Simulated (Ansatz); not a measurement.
```
MgO
1.0
    0.00000     2.10707     2.10707
    2.10707     0.00000     2.10707
    2.10707     2.10707     0.00000
O Mg
1 1
Cartesian
  0.00000   0.00000   0.00000
  2.10707   2.10707   2.10707
```

**Question.** By how much do the lattice constants and the volume change from 300 K to 625 K (quasi-harmonic lattice dynamics, DFT at the PBEsol level (Ansatz, a program for electronic structure)), and how far does the bulk modulus soften?

**Answer.** a by 0.47 %, the volume by 1.40 %; B_T goes from 147 to 137 GPa. The crystal is held in this phase throughout; melting and phase transitions are not modelled.
